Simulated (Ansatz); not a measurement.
Mg on the Ca site in rock-salt CaO (start: the Ca site; 64-site cell, 2×2×2 shifted sampling), O-rich (Δμ(Ca) = -5.89 eV, Δμ(Mg) = -5.37 eV, bounded by rock-salt MgO; only phases computed here count, gases as isolated molecules at 0 K). Calculation: PBE, PAW (plane waves to 420 eV; Ansatz, a quantum-chemistry and plane-wave program). In charge state 0 (not spin-polarised) the formation energy is 0.70 eV. The crystal has 3.55 × 10^22 Ca sites per cm³.

### Question
Estimate the equilibrium concentration at 1300 K in the dilute limit, leaving out vibrational entropy and degeneracy.

### Answer
kT = 0.1120 eV; c = N exp(−E_f / kT) = 3.55 × 10^22 × exp(−6.2) ≈ 7 × 10^19 cm^-3. An error of 0.2 eV in E_f moves this by a factor of 6.
